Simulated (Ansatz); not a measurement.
Given:

```yaml
crystal:
  lattice:
    - [5.87207, 0.00000, 0.00000]
    - [0.00000, 5.87207, 0.00000]
    - [0.00000, 0.00000, 6.04824]
  atoms:
    - { symbol: Cs, position: [0.00000, 0.00000, 0.00000] }
    - { symbol: Pb, position: [0.50000, 0.50000, 0.50000] }
    - { symbol: Br, position: [0.50000, 0.00000, 0.50000] }
    - { symbol: Br, position: [0.00000, 0.50000, 0.50000] }
    - { symbol: Br, position: [0.50000, 0.50000, 0.00000] }
```

No spin polarisation.

Method: DFT with PBEsol, PAW potentials and a 420 eV plane-wave cutoff in Ansatz (an electronic-structure program), no SOC. k-mesh 6×6×6 (Γ-centred); smearing 0.05 eV (Fermi–Dirac).

Question: What space group does the calculation give?

Answer: P4/mmm (No. 123).

Question: Estimate the band gap.

Answer: 1.41 eV.

With Pb present, leaving out spin-orbit coupling can change the band edges. The cells carry an imposed strain or load. Stability against distortions was not tested. The cell was made from CsPbBr$_{3}$ in the cubic perovskite structure (space group Pm-3m, No. 221) by this change: uniaxial strain ε_zz = +3.00 %. Many cubic perovskites are stable only at high temperature; tilts and polar distortions were not tested. This is not the structure that CsPbBr3 has at room temperature and ambient pressure.
